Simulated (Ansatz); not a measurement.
Take Ag in the fcc (Cu type) structure (space group Fm-3m, No. 225; a = 4.149 Å) as the base.

Level of theory: plane-wave PAW DFT at the PBE level (Ansatz, a program for electronic structure, 420 eV), without spin-orbit coupling, earlier PAW set.

Base values:

- Lattice parameter a = 414.9 pm

Modification: a hydrostatic pressure of 0.9 GPa.

Problem. What does the calculation give for the lattice parameter a after the change?

Solution. The lattice parameter a falls by 1.3 pm, from 414.9 pm to 413.6 pm.

Load acts through the strain it causes; cell and atoms are relaxed under it. Stability against distortions was not tested.
